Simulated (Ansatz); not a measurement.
Given:

```
CELL_PARAMETERS angstrom
      0.00000     3.30535     3.30535
      3.30535     0.00000     3.30535
      3.30535     3.30535     0.00000
ATOMIC_POSITIONS crystal
  Te 0.75000 0.75000 0.75000
  Cd 0.00000 0.00000 0.00000
```

A single point on CdTe with a change (pressure −2 GPa), its geometry relaxed with PBEsol.

Calculations: HSE06, PAW, 420 eV (Ansatz, a program for electronic structure; spin-orbit coupling included). Γ-centred 6×6×6 mesh, Fermi–Dirac width 0.01 eV.

Problem. Predict the valence-band top at Γ and band gap.

Solution. The valence-band top at Γ (three highest Kramers pairs, from the VBM) is 0.00, 0.00, -0.94 eV. The band gap is 1.13 eV.

Single points use the geometry relaxed with PBEsol. Load acts through the strain it causes; cell and atoms are relaxed under it. Whether these cells are dynamically stable was not tested. The cell was made from CdTe in the zinc blende structure (space group F-43m, No. 216) by this change: pressure −2 GPa.
